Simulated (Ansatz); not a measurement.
By PBEsol, the system below comes out a metal.

Crystal: TiAl (P4/mmm, 2 atoms a cell, 16.1 Å³ an atom, -2 GPa at this level); planes in its conventional cell.

All values below come from PBEsol (plane waves, PAW; Ansatz, an electronic-structure program).

Ballistic conductance counts the channels of both spins, as a mean over 0.1 eV about the Fermi level; spin-orbit coupling is left out.

| plane | area (Å²) | G/A (10¹⁵ S/m²) |
|---|---|---|
| (110) | 16.2 | 0.88 |
| (001) | 7.9 | [?] |
| (100) | 11.4 | [?] |

Some entries are withheld; supply them.


- (001), G/A (10¹⁵ S/m²): 0.73
- (100), G/A (10¹⁵ S/m²): 0.86
